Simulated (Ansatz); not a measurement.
# A computed series for AlIr: pressure series

The parent structure is AlIr in the CsCl type structure (space group Pm-3m, No. 221; a cell from a computed database, its experimental status unchecked).

```cif
data_AlIr
_chemical_formula_sum 'Al1 Ir1'
_space_group_name_H-M_alt 'P 1'
_space_group_IT_number 1
_cell_length_a 2.98909
_cell_length_b 2.98909
_cell_length_c 2.98909
_cell_angle_alpha 90.000
_cell_angle_beta 90.000
_cell_angle_gamma 90.000
loop_
_space_group_symop_operation_xyz
  'x, y, z'
loop_
_atom_site_label
_atom_site_type_symbol
_atom_site_fract_x
_atom_site_fract_y
_atom_site_fract_z
_atom_site_occupancy
Al1 Al 0.00000 0.00000 0.00000 1
Ir1 Ir 0.50000 0.50000 0.50000 1
```

Cell and atoms are relaxed at each pressure.

All numbers come from plane-wave PAW DFT at the PBEsol level (Ansatz, a quantum-chemistry and plane-wave program, 420 eV), no spin-orbit coupling.

```csv
pressure (GPa),volume per atom (Å³/atom)
-2,13.464
-1,13.408
0,13.353
0.3,?
1.5,13.273
3,13.196
5,13.097
7.5,12.979
10,12.866
```

### Question
Fit the third-order Birch–Murnaghan form P(V) = (3B₀/2)[(V₀/V)^(7/3) − (V₀/V)^(5/3)]·[1 + (3/4)(B₀′ − 4)((V₀/V)^(2/3) − 1)] (squares taken in P) to the rows shown and predict the withheld row.

### Answer
Least squares on the printed values gives V₀ = 13.353 Å³/atom, B₀ = 247 GPa, B₀′ = 4.7; this predicts 13.337 Å³/atom, and the run gives 13.337 Å³/atom, in agreement.

Load acts through the strain it causes; cell and atoms are relaxed under it. Whether these cells are dynamically stable was not tested. Competing high-pressure phases were not computed. All final runs are without spin polarisation.
